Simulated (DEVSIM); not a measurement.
Device: W/La2O3/n-InP capacitor, at 300 K.

```
layer (left to right)  material  thickness (nm)  Nd (cm⁻³)
---------------------  --------  --------------  ---------
1                         La2O3            7.80          -
2                           InP            4300     2.1e16
```

Metal gate on the left, work function 4.6 eV. Fixed charge at the semiconductor interface 0 cm⁻² (in units of +e); interface traps 3e11 cm⁻² eV⁻¹, uniform in energy, neutral level at 0.5 of the gap above the valence band.

Constants are typed, rounded textbook-type inputs, not results; the design itself was drawn at random and stands for no fabricated device. Values at 300 K.

```tsv
parameter	La2O3	InP
gap (eV)	5.8	1.344
affinity (eV)	1.8	4.38
permittivity	27	12.5
Nc (cm⁻³)	-	5.7e17
Nv (cm⁻³)	-	1.1e19
```

Model (solved in DEVSIM): 1D Poisson equation in equilibrium, Boltzmann statistics, complete ionisation; no quantum confinement or tunnelling. Metal contacts follow the ideal Schottky-Mott rule: no Fermi-level pinning, no interface dipoles.

The interface trap density was swept, all else fixed.

```json
[
 {"interface trap density (cm^-2 eV^-1)": "0", "minimum of the low-frequency capacitance (μF/cm²)": "___", "flat-band voltage (V)": "0.14", "threshold voltage (band bending 2φF) (V)": "-0.99"},
 {"interface trap density (cm^-2 eV^-1)": "1e10", "minimum of the low-frequency capacitance (μF/cm²)": "0.0458", "flat-band voltage (V)": "0.14", "threshold voltage (band bending 2φF) (V)": "-0.99"},
 {"interface trap density (cm^-2 eV^-1)": "1e11", "minimum of the low-frequency capacitance (μF/cm²)": "0.0597", "flat-band voltage (V)": "0.14", "threshold voltage (band bending 2φF) (V)": "-0.99"},
 {"interface trap density (cm^-2 eV^-1)": "3e11", "minimum of the low-frequency capacitance (μF/cm²)": "0.0901", "flat-band voltage (V)": "0.14", "threshold voltage (band bending 2φF) (V)": "-1.00"},
 {"interface trap density (cm^-2 eV^-1)": "1e12", "minimum of the low-frequency capacitance (μF/cm²)": "0.192", "flat-band voltage (V)": "0.17", "threshold voltage (band bending 2φF) (V)": "-1.02"},
 {"interface trap density (cm^-2 eV^-1)": "2e12", "minimum of the low-frequency capacitance (μF/cm²)": "0.326", "flat-band voltage (V)": "0.20", "threshold voltage (band bending 2φF) (V)": "-1.05"}
]
```

What belongs in the gaps?


- 0, minimum of the low-frequency capacitance (μF/cm²): 0.0442
